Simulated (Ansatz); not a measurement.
Results of r²SCAN (plane waves, PAW; Ansatz, a program for electronic structure) for zinc-blende KI (model structure).

Settings: plane-wave cutoff 500 eV, 8×8×8 k mesh, gaussian smearing 0.02 eV, scalar-relativistic PAW data made under PBE.

Cell (relaxed at this level):

```
CELL_PARAMETERS angstrom
      0.00000     3.96533     3.96533
      3.96533     0.00000     3.96533
      3.96533     3.96533     0.00000
ATOMIC_POSITIONS crystal
  K  0.00000 0.00000 0.00000
  I  0.25000 0.25000 0.25000
```

### Question
What does this level give for the band gap?

### Answer

- band gap: 4.47 eV (on the SCF k mesh)

Note: the relaxation could raise the start's symmetry but not lower it, so the cell can be a saddle point.

Spin–orbit coupling is not included; with these elements it can move the gap by several tenths of an eV or more.

The result took roughly 60 core-seconds.

A model structure was made by putting elements into a prototype or built by hand; it is no filed structure, need not be a known phase, and can be a saddle point held by its symmetry.
